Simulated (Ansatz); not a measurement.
The parent structure is GaP in the zinc blende structure (space group F-43m, No. 216; a = 5.5060 Å).

Level of theory: Ansatz (a quantum-chemistry and plane-wave program) PBE, scalar-relativistic without spin-orbit coupling.

Before the change:

The gap character comes out as direct at Γ and the band gap comes out as 1.58 eV.

Perturbation: the cell is scaled by 1.0300 in all directions; the atoms relax in the strained cell.

Problem. Estimate the effect on the gap character.

Solution. The gap character stays direct at Γ.

Problem. What happens to the band gap?

Solution. The band gap drops by 0.704 eV, from 1.58 eV to 0.87 eV.

Stability against distortions was not tested. The real GaP has an indirect gap at ambient pressure; PBE orders its close-lying valleys differently.
